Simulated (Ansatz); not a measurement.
Terminations of the (111) surface of fcc Ni, ferromagnetic, measured from the surface 'clean 1x1'. Atoms come from or go to: Al: fcc Al, Cl: ½ Cl2(g), Ga: alpha gallium, Ir: fcc Ir, Mn: fcc-type Mn, layered antiferromagnet, Ni: fcc Ni, ferromagnetic, Pt: fcc Pt, Rh: fcc Rh, Sn: beta tin. ΔE is the energy of forming the row's surface from that one (negative: more stable at these reservoirs); the vacuum level's shift is aligned on the shared bottom. No zero-point or thermal terms. These are constructed structures in small cells; real faces may alloy, dewet or reconstruct in larger ones, and not all known structures of the face are among them. Slabs of about 10 Å with all that they carry, Fermi-Dirac smearing of 0.1 eV. Bottom of the slabs: a bare face, its two planes held. Relaxed from the named starts with such symmetry as they have, on meshes of like density; energies extrapolated to zero smearing; no spin-orbit coupling, no U. Spin-polarised runs, if any, are marked in brackets, and their order is one that fits the cell; the others ran without spin. Where a second, spin-polarised start was run, the lower counts. A dash marks a value that is undefined for that row (no clear gap, or no work function of a gapped slab) or was not read reliably on its mesh.

All values below come from PBE (plane waves to 420 eV, PAW; Ansatz, an electronic-structure program).

```tsv
surface	atoms added per 1x1	ΔE per 1x1 (eV)	shift of the vacuum level (eV)	work function (eV)
a pseudomorphic layer of Rh in the host's stacking [spin, 4.5 μB a cell]	+1 Rh	0.32	0.24	5.30
a layer of Sn in place of the second plane [spin, 2.2 μB a cell]	-1 Ni, +1 Sn	[?]	0.22	5.28
a layer of Ga in place of the second plane [spin, 2.4 μB a cell]	+1 Ga, -1 Ni	0.08	0.00	5.07
a layer of Rh in place of the second plane [spin, 3.7 μB a cell]	-1 Ni, +1 Rh	0.48	0.10	5.17
a layer of Al in place of the second plane [spin, 2.2 μB a cell]	+1 Al, -1 Ni	-0.45	-0.17	4.89
a pseudomorphic layer of Ir in the other hollow [spin, 4.2 μB a cell]	+1 Ir	[?]	0.41	5.46
(√3x√3)R30° layer of Cl, one a cell, on the site that continues the host's stacking [spin, 11.8 μB a cell]	+0.333 Cl	-0.68	0.00	5.06
a layer of Al in place of the third plane [spin, 2.2 μB a cell]	+1 Al, -1 Ni	[?]	0.13	5.21
clean 1x1 [spin, 3.9 μB a cell]	none	0.00	0.00	5.06
a pseudomorphic layer of Mn in the other hollow [spin, 5.3 μB a cell]	+1 Mn	0.50	0.00	5.07
a pseudomorphic layer of Pt in the host's stacking [spin, 4.1 μB a cell]	+1 Pt	0.17	0.38	5.43
```

### Question
Complete the blanks.

### Answer

- a layer of Sn in place of the second plane [spin, 2.2 μB a cell], ΔE per 1x1 (eV): 3.78
- a pseudomorphic layer of Ir in the other hollow [spin, 4.2 μB a cell], ΔE per 1x1 (eV): 0.49
- a layer of Al in place of the third plane [spin, 2.2 μB a cell], ΔE per 1x1 (eV): -0.32
